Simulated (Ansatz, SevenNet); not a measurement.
**ZnSnN₂ (model structure, started from the alpha NaFeO2 type, R-3m, No. 166, 4 atoms in the cell): lattice parameter c by level of theory**

No measured value is used here.

```
level (code)           value (Å)
---------------------  ---------
SevenNet-0                15.727
LDA (Ansatz)                   …
PBE (Ansatz)                   …
PBEsol (Ansatz)           15.407
PBE-D3(BJ) (Ansatz)       15.466
r²SCAN (Ansatz)           15.451
r²SCAN+rVV10 (Ansatz)     15.398
```

Problem. Some entries are withheld; supply them.

Solution. 
- LDA (Ansatz, a quantum-chemistry and plane-wave program), value (Å): 15.241
- PBE (Ansatz), value (Å): 15.637

Cutoffs differ between the levels. Ansatz's density-functional and Hartree–Fock values are scalar-relativistic unless marked +SOC, with PAW data made under PBE.

Machine-learned potentials (SevenNet-0) are trained on DFT data: a solid inside that data is no test of them.

A model structure was made by putting elements into a prototype or built by hand; it is no filed structure, need not be a known phase, and can be a saddle point held by its symmetry.
